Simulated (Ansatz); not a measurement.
The parent structure is Rb₂KAsF₆ (space group Fm-3m, No. 225; a = 9.0834 Å; a cell from a computed database, its experimental status unchecked). Axes: x, y, z lie along the cube axes.

Calculations: r2SCAN (Ansatz, a first-principles code, PAW, without spin-orbit coupling).

A first run, uniaxial strain ε_yy = +0.73 %, gives secant values C11 ≈ 80 GPa and C12 ≈ 14 GPa from its stress. A second run applies isotropic strain −0.52 %.

**Question.** What does linear elasticity predict for the bulk modulus −ΔP/(ΔV/V₀) in the second run, and what does the run give?

**Answer.** Linear elasticity: (C11 + 2 C12)/3 = 36 GPa. The run gives 40 GPa; any difference comes from nonlinear terms at these strains and numerical noise.

Whether these cells are dynamically stable was not tested.
